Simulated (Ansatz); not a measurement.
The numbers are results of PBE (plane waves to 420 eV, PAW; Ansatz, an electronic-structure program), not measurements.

Planar average of the electrostatic potential across the slab, in eV from the Fermi level, for Li on the 1x1 (111) surface of fcc Pd, one in a 2x2 cell, started at the site 'hollow Pd-Pd-Pd over Pd at depth 2.3 Å':

```csv
z (Å),V (eV)
5.20,5.25
5.49,5.25
5.78,5.24
6.07,5.24
6.36,5.24
6.64,5.23
6.93,5.21
7.22,5.16
7.51,5.06
7.80,4.85
8.09,4.36
8.38,3.28
8.67,0.64
8.96,-5.75
9.24,-13.11
9.53,-17.70
9.82,-15.56
10.11,-8.81
10.40,-1.75
10.69,1.23
10.98,-0.47
11.27,-6.91
11.56,-14.07
11.84,-17.94
12.13,-15.11
12.42,-8.22
12.71,-1.40
13.00,1.03
13.29,-1.22
13.58,-7.96
13.87,-14.90
14.16,-17.95
14.44,-14.26
14.73,-7.16
15.02,-0.63
15.31,1.27
15.60,-1.33
15.89,-8.21
16.18,-15.10
16.47,-17.78
16.76,-13.70
17.04,-6.45
17.33,-0.01
17.62,2.36
17.91,2.40
18.20,1.78
18.49,1.55
18.78,1.89
19.07,2.31
19.36,2.44
19.64,2.52
19.93,2.56
20.22,2.59
20.51,2.61
20.80,2.62
21.09,2.62
21.38,2.62
21.67,2.63
21.96,2.63
22.24,2.63
22.53,2.63
22.82,2.63
```

Model: 17-atom slab, 6.8 Å thick at the start under the adsorbate (thin: gaps and levels are the slab's own), 6x6x1 mesh, Fermi-Dirac 0.1 eV, dipole correction, 8 atoms held, the rest relaxed; start symmetry kept, larger cells not searched; no spin, no spin-orbit, no U, no dispersion correction. At the end it is bonded to 3 Pd. In PBE it is, or lies within 0.03 eV of, the lowest of the starts that converged.

**Question.** The surface cell has an area of 26.94 Å². What dipole along the normal does the step between the two vacuum levels imply?

**Answer.** the top vacuum level lies 2.62 eV below the bottom one; p = −ε₀ A ΔV (ε₀ = 0.005526 e/(V·Å)) gives 0.39 e·Å a cell.
